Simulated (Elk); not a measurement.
Band structure of CdCo3N (Pm-3m, 5 atoms in the cell).

```
CdCo3N
1.0
    3.85504     0.00000     0.00000
    0.00000     3.85504     0.00000
    0.00000     0.00000     3.85504
Cd Co N
1 3 1
Direct
  0.00000   0.00000   0.00000
  0.50000   0.50000   0.00000
  0.00000   0.50000   0.50000
  0.50000   0.00000   0.50000
  0.50000   0.50000   0.50000
```
Moments meant for the start (each program seeds them in its own way; μB, in the order of the atoms Cd Co Co Co N): 0.0 3.0 3.0 3.0 0.0.

Level of theory: PBEsol, all-electron FP-LAPW, Elk's shipped species files, APW+lo basis with extra local orbitals (Elk).

Settings: xctype = 22; spinpol = true; rgkmax = 7.5; stype = 0; swidth = 0.00499791 Ha; ngridk = 6 6 6; reducebf = 0.5; gmaxvr = 14 1/bohr; nxlo = 2; lorbcnd = true; rmtscf = 0.81; lmaxi = 3; nempty = 8 per atom; maxscl = 100.

The starting cell comes from a database of computed structures (which also holds hypothetical and non-ambient phases and stackings), without a prior relaxation at this level. The magnetic order is the one reached from the typed start; others were not searched systematically. Values depend on the basis (sphere radii, cutoffs, local orbitals), which need not be converged.

Levels in eV from the Fermi level, bands 29 to 36 of the first spin channel:
```csv
point,29,30,31,32,33,34,35,36
Γ,-0.71,-0.23,-0.23,-0.23,0.57,0.57,0.57,0.68
X,-0.81,-0.46,-0.46,-0.38,0.02,0.43,0.43,0.56
M,-1.16,-0.57,-0.36,-0.28,-0.15,0.56,0.96,0.96
R,-1.11,-1.11,-1.11,-0.04,-0.04,0.53,0.53,0.53
```

Bands cross the Fermi level along this path, so the cell is metallic at this level.

The net moment of the cell came out as 3.22 μB.
